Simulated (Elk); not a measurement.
```
GaSb
1.0
    0.00000     3.06525     3.06525
    3.06525     0.00000     3.06525
    3.06525     3.06525     0.00000
Ga Sb
1 1
Direct
  0.00471   0.00471   0.00471
  0.25000   0.25000   0.25000
```

Method of the run: Elk with PBEsol, all-electron FP-LAPW, Elk's shipped species files, LAPW+lo basis.

The set-up and first iterations of an Elk log for GaSb (R3m, 2 atoms in the cell):

```
│ Elk code version 10.2.4 │

All units are atomic (Hartree, Bohr, etc.)

│ Ground-state run starting from atomic densities │

Lattice vectors :
   0.000000000       5.792483004       5.792483004
   5.792483004       0.000000000       5.792483004
   5.792483004       5.792483004       0.000000000

Unit cell volume      :    388.7087350
Brillouin zone volume :   0.6381390258

Muffin-tin inner radius fraction :   0.1000000000E-01

Nuclei treated as point charges

Species :    1 (Ga)
 parameters loaded from : Ga.in
 name : gallium
 nuclear charge    :   -31.00000000
 electronic charge :    31.00000000
 atomic mass :    127097.2538
 muffin-tin radius :    1.896000000
 number of radial points in muffin-tin :    497
 atomic positions (lattice), magnetic fields (Cartesian) :
   1 :   0.00000000  0.00000000  0.00000000    0.00000000  0.00000000  0.00000000

Species :    2 (Sb)
 parameters loaded from : Sb.in
 name : antimony
   [... lines left out ...]

Muffin-tin radius times maximum |G+k| :    7.500000000
 using average radius
Maximum |G+k| for APW functions       :    3.797468354
Maximum (1/2)|G+k|²                   :    7.210382951
Maximum |G| for potential and density :    14.00000000
 potential will be trimmed for |G| > 2 gkmax
Constant for pseudocharge density :    7
Radial integration step length :    4

G-vector grid sizes :     40    40    40
Number of G-vectors :    18053

Maximum angular momentum used for
 APW functions                      :    8
 outer part of muffin-tin           :    6
 inner part of muffin-tin           :    1

Total nuclear charge    :   -82.00000000
Total core charge       :    54.00000000
Total valence charge    :    28.00000000
Total excess charge     :    0.000000000
Total electronic charge :    82.00000000

Effective Wigner radius, rₛ :    1.042094922

Number of empty states         :    8
Total number of valence states :   22
Total number of core states    :   54

Total number of local-orbitals :   29

Exchange-correlation functional :     22     0     0
 PBEsol, Phys. Rev. Lett. 100, 136406 (2008)
 gradient requirement :    1
 generalised gradient approximation (GGA)

Smearing type :    3
 Fermi-Dirac
Smearing width :   0.7349860000E-03
Effective electronic temperature (K) :    232.0902224

Mixing type :    3
 Broyden mixing, J. Phys. A: Math. Gen. 17, L317 (1984)

Kohn-Sham potential initialised from atomic data
│ Self-consistent loop started │
│ Loop number : 1 │
 total energy                :     -8524.49902025
│ Loop number : 2 │
 total energy                :     -8522.56441874
RMS change in Kohn-Sham potential (target) :    1.067045650     (  0.1000000000E-05)
Absolute change in total energy (target)   :    1.934601509     (  0.1000000000E-03)
│ Loop number : 3 │
 total energy                :     -8487.14688401
RMS change in Kohn-Sham potential (target) :   0.6421947621     (  0.1000000000E-05)
Absolute change in total energy (target)   :    35.90118511     (  0.1000000000E-03)
│ Loop number : 4 │
 total energy                :     -8371.57774195
RMS change in Kohn-Sham potential (target) :   0.7897191696     (  0.1000000000E-05)
Absolute change in total energy (target)   :    124.5444383     (  0.1000000000E-03)
│ Loop number : 5 │
 total energy                :     -8380.88705379
RMS change in Kohn-Sham potential (target) :   0.6016563598     (  0.1000000000E-05)
Absolute change in total energy (target)   :    21.82679775     (  0.1000000000E-03)
│ Loop number : 6 │
 total energy                :     -8499.86578480
RMS change in Kohn-Sham potential (target) :   0.9043483519     (  0.1000000000E-05)
Absolute change in total energy (target)   :    113.5220316     (  0.1000000000E-03)
│ Loop number : 7 │
 total energy                :     -8367.59419167
RMS change in Kohn-Sham potential (target) :   0.7795863716     (  0.1000000000E-05)
   [... lines left out ...]
```

Will this run converge, and how will it end?

The run ended unconverged after 200 iterations. It gives no final result for the task that was set. The log goes on:

```
Absolute change in total energy (target)   :    84.58827684     (  0.1000000000E-03)
│ Loop number : 134 │
 total energy                :     -8482.55940618
   [... lines left out ...]
RMS change in Kohn-Sham potential (target) :   0.6627593382     (  0.1000000000E-05)
Absolute change in total energy (target)   :    80.52340519     (  0.1000000000E-03)
│ Loop number : 198 │
 total energy                :     -8386.45084229
RMS change in Kohn-Sham potential (target) :   0.4772327978     (  0.1000000000E-05)
Absolute change in total energy (target)   :    75.97771378     (  0.1000000000E-03)
│ Loop number : 199 │
 total energy                :     -8390.68420194
RMS change in Kohn-Sham potential (target) :   0.4187186069     (  0.1000000000E-05)
Absolute change in total energy (target)   :    14.76106880     (  0.1000000000E-03)
│ Loop number : 200 │
Reached self-consistent loops maximum

Energies :
 Fermi                       :     0.206368205095
 total energy                :     -8489.95286071

Density of states at Fermi energy :    179.3710835
 (states/Hartree/unit cell)

Estimated indirect band gap :   0.2316390740E-02
 from k-point      5 to k-point      9
Estimated direct band gap   :   0.7252624833E-01
 at k-point      9

Charges :
 core                        :    54.00000000
 valence                     :    28.00000000
 interstitial                :    4.832217447
 muffin-tins (core leakage)
  species :    1 (Ga)
   atom    1                 :    28.40036625     (  0.1043503464E-01)
  species :    2 (Sb)
   atom    1                 :    48.76741630     (  0.1533657326E-01)
 total in muffin-tins        :    77.16778255
 total calculated charge     :    81.95854728
 total charge                :    82.00000000
 error                       :   0.4145271516E-01

│ Self-consistent loop stopped │
```

The starting cell has typed, rounded lattice constants, without a prior relaxation at this level. Its lattice was rescaled by up to half a per cent. One atom was moved a little off its site on purpose. Spin-orbit coupling is off. Values depend on the basis (sphere radii, cutoffs, local orbitals), which need not be converged.

The run was DFT, PBEsol, all-electron FP-LAPW, Elk's shipped species files, LAPW+lo basis. Main settings of its input:

- xctype = 22
- rgkmax = 7.5
- stype = 3
- swidth = 0.000734986 Ha
- ngridk = 3 3 3
- gmaxvr = 14 1/bohr
- nxoapwlo = 1
- rmtscf = 0.79
